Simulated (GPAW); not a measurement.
Input and output of a self-consistent single point for C₃N₄ (P1, 7 atoms in the cell) (GPAW).

Method of the run: LDA (Perdew-Wang 92), GPAW PAW datasets LDA (gpaw-data 1.0.1) (plane waves; GPAW 25.7.0).

The change in words: atoms moved at random. Reference geometry:
```xyz
7
Lattice="2.4216 1.3981 3.6128 -2.4216 1.3981 3.6128 0.0000 -2.7963 3.6128" Properties=species:S:1:pos:R:3 pbc="T T T"
C      0.0000     1.3163     3.6108
C     -1.1400    -0.6582     3.6108
C      1.1400    -0.6582     3.6108
N      1.1856     0.6845     3.6126
N     -1.1856     0.6845     3.6126
N      0.0000    -1.3690     3.6126
N      0.0000     0.0000     7.2141
```

Reference input (self-consistent single point, DFT LDA (Perdew-Wang 92), plane waves, GPAW PAW datasets LDA (gpaw-data 1.0.1)): mode = pw; ecut = 900 eV; xc = LDA; kpts = 6 6 6; mesh shift (steps) = 0 0 0; occupations.name = fermi-dirac; occupations.width = 0.01 eV; nbands = -6; convergence.density = 1e-05 e/electron; convergence.bands = -4; symmetry.symmorphic = false; symmetry.tolerance = 0.0005. This run's input differs from it in these lines:

```diff
@@ -8,9 +8,9 @@
                     [0.000000, -2.796268, 3.612790]],
-              scaled_positions=[[0.490065, 0.490065, 0.019330],
-                                [0.019330, 0.490065, 0.490065],
-                                [0.490065, 0.019330, 0.490065],
-                                [0.659700, 0.170120, 0.170120],
-                                [0.170120, 0.659700, 0.170120],
-                                [0.170120, 0.170120, 0.659700],
-                                [0.665603, 0.665603, 0.665603]],
+              scaled_positions=[[0.497327, 0.485573, 0.014791],
+                                [0.011178, 0.506006, 0.483508],
+                                [0.489805, 0.007201, 0.490899],
+                                [0.677204, 0.156056, 0.181061],
+                                [0.161569, 0.684926, 0.167443],
+                                [0.169068, 0.157593, 0.682578],
+                                [0.658852, 0.667648, 0.644723]],
               pbc=True)
```

Output, abridged:

```
     iter     time        total  log10-change:
                         energy   eigst   dens
iter:   1 --:--:--   -67.311821   +0.59
iter:   2 --:--:--   -66.626253   -0.83  -0.81
iter:   3 --:--:--   -64.397637   -0.63  -0.85
iter:   4 --:--:--   -64.253988   -1.75  -1.13
iter:   5 --:--:--   -63.975980   -1.18  -1.20
iter:   6 --:--:--   -63.990133   -1.58  -1.61
iter:   7 --:--:--   -63.914240   -2.38  -1.69
iter:   8 --:--:--   -63.909788   -2.64  -1.97
iter:   9 --:--:--   -63.909500c  -2.83  -2.17
iter:  10 --:--:--   -63.902881c  -3.02  -2.21
iter:  11 --:--:--   -63.902888c  -4.14  -2.96
iter:  12 --:--:--   -63.902832c  -5.18  -3.02
iter:  13 --:--:--   -63.902750c  -4.86  -3.09
iter:  14 --:--:--   -63.902711c  -5.35  -3.25
iter:  15 --:--:--   -63.902697c  -5.90  -3.36
iter:  16 --:--:--   -63.902689c  -6.32  -3.41
iter:  17 --:--:--   -63.902669c  -5.52  -3.46
iter:  18 --:--:--   -63.902669c  -6.67  -4.07
iter:  19 --:--:--   -63.902669c  -7.61c -4.28
iter:  20 --:--:--   -63.902668c  -7.31  -4.31
iter:  21 --:--:--   -63.902668c  -7.33  -4.46
iter:  22 --:--:--   -63.902668c  -7.83c -4.62
iter:  23 --:--:--   -63.902668c  -8.24c -4.69
iter:  24 --:--:--   -63.902668c  -8.49c -4.85
iter:  25 --:--:--   -63.902668c  -9.47c -5.20c
Converged after 25 iterations.

Dipole moment: (-0.108662, 0.151938, -9.802401) |e|*Ang

Energy contributions relative to reference atoms: (reference = -8939.905388)

Kinetic:        +33.466810
Potential:      -38.791992
External:        +0.000000
XC:             -59.104999
Entropy (-ST):   -0.000000
Local:           +0.527513
SIC:             +0.000000
--------------------------
Free energy:    -63.902668
Extrapolated:   -63.902668

Showing only first 2 kpts
 Kpt  Band  Eigenvalues  Occupancy
  0    14      3.89768    2.00000
  0    15      4.07609    2.00000
  0    16      4.57859    0.00000
  0    17      5.23056    0.00000

  1    14      3.34733    2.00000
  1    15      3.86497    2.00000
  1    16      5.03832    0.00000
  1    17      5.47637    0.00000

Fermi level: 4.38576

Gap: 0.502 eV
Transition (v -> c):
   [... lines left out ...]
  1 C     2.80626   -0.48629    0.11389
  2 C    -2.63722   -0.09085    1.09712
  3 N    -4.63705    1.34207   -0.97571
  4 N     4.83507   -0.74692   -0.76404
  5 N    -1.72132    4.43687   -0.90471
  6 N     1.84475   -2.78835    0.95386

Stress tensor:
     0.229713    -0.015884     0.001647
    -0.015884     0.169697    -0.006504
     0.001647    -0.006504     0.016617
Stress (GPa, Voigt): [36.8041 27.1884  2.6623 -1.0421  0.2638 -2.5449]
```

The run converged in 25 iterations. GPAW prints stress with tension positive. Against the reference run the free energy rises by 170 meV/atom, the largest force goes from 1.184 to 4.952 eV/Å and the gap on the mesh goes from 1.341 to 0.502 eV.

At such cutoffs GPAW's stress carries a finite-basis (Pulay) error, which enters relaxed cells too; its log prints stress with tension positive.

The starting cell comes from a database of computed structures (which also holds hypothetical and non-ambient phases and stackings), without a prior relaxation at this level. Its lattice was rescaled by a random factor within 2.5 % of one. For this run, on top of that: atoms moved at random. Forces in this geometry exceed 1 eV/Å.

Cost on one core of a shared machine: roughly 2 min.
